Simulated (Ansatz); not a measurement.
Results of HSE06 in Ansatz (PAW) for MnO2 (Pnma, No. 62).

Numerical settings: plane-wave cutoff 500 eV, 4×8×6 k mesh (along the axes of the cell as run), gaussian smearing 0.02 eV, spin-polarised with parallel moments, scalar-relativistic PAW data made under PBE.

Cell (relaxed with r²SCAN):

```cif
data_Mn4O8
_chemical_formula_sum 'Mn4 O8'
_space_group_name_H-M_alt 'P 1'
_space_group_IT_number 1
_cell_length_a 9.01651
_cell_length_b 2.85192
_cell_length_c 4.62634
_cell_angle_alpha 90.000
_cell_angle_beta 90.000
_cell_angle_gamma 90.000
loop_
_space_group_symop_operation_xyz
  'x, y, z'
loop_
_atom_site_label
_atom_site_type_symbol
_atom_site_fract_x
_atom_site_fract_y
_atom_site_fract_z
_atom_site_occupancy
Mn1 Mn 0.13472 0.25000 0.05544 1
Mn2 Mn 0.86528 0.75000 0.94456 1
Mn3 Mn 0.36528 0.75000 0.55544 1
Mn4 Mn 0.63472 0.25000 0.44456 1
O1 O 0.76407 0.25000 0.12046 1
O2 O 0.23593 0.75000 0.87954 1
O3 O 0.73593 0.75000 0.62046 1
O4 O 0.26407 0.25000 0.37954 1
O5 O 0.97754 0.25000 0.78382 1
O6 O 0.02246 0.75000 0.21618 1
O7 O 0.52246 0.75000 0.28382 1
O8 O 0.47754 0.25000 0.71618 1
```

Predict the band gap.


- band gap = 2.89 eV (on the SCF k mesh)

Note: the magnetic order was assumed, not searched for or taken from measurement; cell and atoms aren't relaxed at this level (largest force component 0.37 eV/Å, pressure -2.4 GPa).

Computed values are for the static lattice.

Ansatz is a program for electronic structure.
